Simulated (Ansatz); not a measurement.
Defect: Cl-vacancy pair (Cl on one host O site, one O site vacant) in polar orthorhombic HfO2, charge state +3. Calculation: PBE, PAW (plane waves to 420 eV; Ansatz, a program for electronic structure).

Cell of 96 host sites held at the relaxed PBE lattice; the Γ point alone; Fermi-Dirac width 0.01 eV, spin-restricted; finite-size errors left in. Static, classical nuclei. Spin-orbit coupling is left out. The host's phase is taken as given; its stability against other phases was not computed. The charge state is imposed; whether it is stable for some Fermi level was not computed. Forms of the defect that were not tried may lie lower. The start lies 0.33 eV above the lowest site run (PBE).

Barriers: single points on a 2×2×2 k-point mesh shifted by half a step at the bands' geometries.

Relaxed starting cell (atoms counted from 1):

```xyz
95
Lattice="10.5877 0.0000 0.0000 0.0000 10.1382 0.0000 0.0000 0.0000 10.2024" Properties=species:S:1:pos:R:3 pbc="T T T"
Hf     2.7581     3.3319     1.5576
Hf     2.7863     3.7007     6.3717
Hf     2.8102     8.8000     1.3346
Hf     2.8360     8.7674     6.3635
Hf     8.1280     3.7285     1.2996
Hf     8.1310     3.7145     6.4010
Hf     8.1390     8.8790     1.3180
Hf     8.0989     8.7871     6.4509
Hf     5.1425     3.7232     3.8843
Hf     5.1592     3.6182     8.7805
Hf     5.1306     8.8098     3.8872
Hf     5.1154     8.8436     8.9581
Hf    10.4157     3.7002     3.8789
Hf    10.4298     3.7330     8.9574
Hf    10.4059     8.8031     3.9236
Hf    10.4181     8.7447     8.9810
Hf     2.4561     1.2182     3.9900
Hf     2.4792     1.3252     8.9586
Hf     2.4856     6.3864     3.8341
Hf     2.5590     6.5199     8.7617
Hf     7.7608     1.3629     3.8583
Hf     7.7940     1.3653     8.9397
Hf     7.7908     6.4012     3.9373
Hf     7.7601     6.4123     8.9590
Hf     0.1307     1.3151     1.3339
Hf     0.1401     1.3380     6.4698
Hf    -0.0047     6.4778     1.4001
Hf     0.1587     6.4073     6.4161
Hf     5.5214     1.3538     1.2769
Hf     5.4760     1.3289     6.3730
Hf     5.6732     6.6521     1.4370
Hf     5.4669     6.3911     6.3989
Cl     3.9805     5.1095     0.4313
O      4.5825     4.7124     5.6387
O      4.6022     9.8311     0.6051
O      4.5588     9.7993     5.6495
O      9.9115     4.7727     0.5236
O      9.8585     4.7499     5.6294
O      9.9382     9.7284     0.6068
O      9.8678     9.7836     5.7188
O      3.3661     4.6284     3.1213
O      3.3941     4.7580     8.0728
O      3.3417     9.7301     3.1735
O      3.3725     9.8182     8.1835
O      8.7146     4.7847     3.0783
O      8.6819     4.7386     8.2103
O      8.6751     9.8376     3.1267
O      8.6731     9.7827     8.2706
O      0.7128     0.2692     3.1275
O      0.7001     0.3385     8.2997
O      0.8431     5.2476     2.8727
O      0.7982     5.3988     8.2304
O      6.0147     0.3497     3.1169
O      6.0235     0.3843     8.2318
O      6.0306     5.4325     3.1255
O      6.0067     5.3924     8.2275
O      1.9370     0.3503     0.5893
O      1.8921     0.3068     5.7331
O      1.8897     5.3769     5.5941
O      7.2859     0.4230     0.5808
O      7.2243     0.3259     5.6748
O      7.1453     5.4180     0.5845
O      7.2192     5.3878     5.6800
O      1.3749     2.5544     2.7230
O      1.4369     2.7089     7.7363
O      1.4201     7.7364     2.5650
O      1.4330     7.8406     7.6522
O      6.7275     2.7579     2.5645
O      6.7173     2.7303     7.6435
O      6.7847     7.8519     2.6445
O      6.7163     7.7805     7.7136
O      1.2340     2.7962     0.1407
O      1.1797     2.6912     5.1956
O      1.2160     7.4515     0.0224
O      1.2141     7.7452     5.1164
O      6.4977     2.8014    -0.0040
O      6.5124     2.7119     5.1255
O      6.5468     7.9068     0.0608
O      6.4968     7.7800     5.1610
O      3.9090     2.3730     0.0309
O      3.8596     2.3334     5.1182
O      3.7846     7.6116    -0.0776
O      3.8617     7.3861     5.0991
O      9.1787     2.3467     0.0398
O      9.1495     2.3455     5.1366
O      9.0989     7.4301     0.0777
O      9.1436     7.4078     5.1943
O      4.0698     2.2243     2.5996
O      4.0648     2.3084     7.6374
O      4.0969     7.4136     2.5527
O      4.0846     7.4423     7.6256
O      9.3686     2.3734     2.5843
O      9.3549     2.3537     7.6943
O      9.3466     7.4499     2.6554
O      9.3852     7.3940     7.7279
```
Cell charge +3.

End state 1 differs by these moves (Å; atoms that move under 0.08 Å are left out):

```csv
atom,element,Δx,Δy,Δz
31,Hf,-0.09,-0.01,-0.07
33,Cl,-1.58,0.34,0.31
42,O,0.05,0.00,0.16
45,O,-0.07,-0.04,0.04
51,O,-0.14,0.13,0.25
57,O,0.06,0.07,0.08
59,O,0.05,0.04,0.09
62,O,-0.11,-0.04,-0.03
70,O,-0.06,-0.03,-0.07
74,O,0.04,0.29,-0.03
80,O,0.06,0.17,0.02
82,O,0.18,-0.20,0.05
```

Q: Give the forward and backward barriers to end state 1 at the level PBE, PAW.

A: forward 0.16 eV, backward 0.14 eV; at the saddle point atom 33 has neighbours Hf at 2.35, Hf at 2.52, Hf at 2.77; O at 2.44, O at 2.67, O at 2.82, O at 2.91, O at 3.02, O at 3.05 Å. The saddle point's order was not checked.
